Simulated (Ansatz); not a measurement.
The reference is HfO₂ in the rutile structure (space group P4_2/mnm, No. 136; a = 4.830 Å, c = 3.210 Å; a cell from a computed database, its experimental status unchecked).

Modification: cell and atoms relaxed at a pressure of 10 GPa.

Levels (all Ansatz, a quantum-chemistry and plane-wave program, PAW): PBEsol (420 eV, no spin-orbit coupling); HSE06 (420 eV, without spin-orbit coupling).

The geometry is relaxed with PBEsol.

```
Property          Result
---------------  -------
PBEsol band gap  4.03 eV
```

### Question
What does HSE06 give at this geometry for the band gap?

### Answer
The band gap rises by 1.78 eV (4.03 eV → 5.81 eV).

Single points use the geometry relaxed with PBEsol. Spin-orbit coupling, missing from the scalar runs, can matter with Hf. Load acts through the strain it causes; cell and atoms are relaxed under it. Stability against distortions was not tested. Competing high-pressure phases were not computed. This is not the structure that HfO2 has at room temperature and ambient pressure.
